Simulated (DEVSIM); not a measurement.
System: abrupt CdTe p-n junction, at 300 K.

```
layer (left to right)  material  thickness (μm)  Nd (cm⁻³)  Na (cm⁻³)  τn (s)  τp (s)
---------------------  --------  --------------  ---------  ---------  ------  ------
1                          CdTe            13.0          -     3.2e15  7.7e-9  7.7e-9
2                          CdTe           0.300     2.3e17          -  7.7e-9  7.7e-9
```

Left contact: ohmic. Right contact: ohmic. Voltage is applied to the left contact. Recombination: SRH at mid-gap, radiative. Mobility is μmin + (μ − μmin)/(1 + (N/Nref)^α).

Constants are typed, rounded textbook-type inputs, not results; the design itself was drawn at random and stands for no fabricated device. Values at 300 K; Nc and Nv go as T^1.5, mobilities as T to minus their exponent, the gap by Varshni's rule with the affinity fixed. The table also holds parameters that only a changed run uses.

| parameter | CdTe |
|---|---|
| gap (eV) | 1.5 |
| affinity (eV) | 4.28 |
| permittivity | 10.2 |
| Nc (cm⁻³) | 8e17 |
| Nv (cm⁻³) | 1.8e19 |
| μn (cm²/Vs) | 1000 |
| μp (cm²/Vs) | 80 |
| μn,min | 100 |
| μp,min | 10 |
| Nref,n | 1e17 |
| Nref,p | 1e17 |
| αn | 0.6 |
| αp | 0.6 |
| T exponent of μn | 1.7 |
| T exponent of μp | 1.5 |
| B (cm³/s) | 1e-10 |
| Cn (cm⁶/s) | 1e-30 |
| Cp (cm⁶/s) | 1e-30 |
| Varshni α (eV/K) | 0.00031 |
| Varshni β (K) | 108 |

DEVSIM, 1D drift-diffusion, Boltzmann statistics, complete ionisation; no tunnelling, impact ionisation, image-force lowering or self-heating.

Base results: potential step across the device at zero bias (V) 1.245; dark forward voltage at 100 A/cm² (V) 1.698; dark forward voltage at 1 A/cm² (V) 1.069; largest field in the device at zero bias (V/cm) 42000.

Q: What follows from this one change: temperature 300 → 350 K?

A: potential step across the device at zero bias 1.245 → 1.173 V; dark forward voltage at 100 A/cm² 1.698 → 1.765 V; dark forward voltage at 1 A/cm² 1.069 → 0.972 V; largest field in the device at zero bias little changed (42000 V/cm).

Q: What follows from this one change: doping Na of layer 1 3.2e+15 → 3.2e+16 cm^-3?

A: potential step across the device at zero bias 1.245 → 1.304 V; dark forward voltage at 100 A/cm² 1.698 → 1.429 V; dark forward voltage at 1 A/cm² 1.069 → 1.110 V; largest field in the device at zero bias 42000 → 110000 V/cm.

Q: What follows from this one change: constant mobility in place of the doping-dependent one?

A: potential step across the device at zero bias little changed (1.245 V); dark forward voltage at 100 A/cm² 1.698 → 1.645 V; dark forward voltage at 1 A/cm² 1.069 → 1.065 V; largest field in the device at zero bias little changed (42000 V/cm).
